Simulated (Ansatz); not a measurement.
## How the lattice parameter a of CdSe (model structure, started from the BN type, Pm-3n, No. 223, 12 atoms in the cell) moves with the method

No measured value is used here.

### Question
Put these levels in order of the lattice parameter a that they give for CdSe (model structure, started from the BN type, Pm-3n, No. 223, 12 atoms in the cell), smallest first: PBE-D3(BJ) (Ansatz, an electronic-structure program), PBEsol (Ansatz), r²SCAN+rVV10 (Ansatz).

### Answer
PBEsol (7.485 Å), r²SCAN+rVV10 (7.513 Å), PBE-D3(BJ) (7.539 Å)

Cutoffs differ between the levels. Ansatz's density-functional and Hartree–Fock values are scalar-relativistic unless marked +SOC, with PAW data made under PBE.

A model structure was made by putting elements into a prototype or built by hand; it is no filed structure, need not be a known phase, and can be a saddle point held by its symmetry.
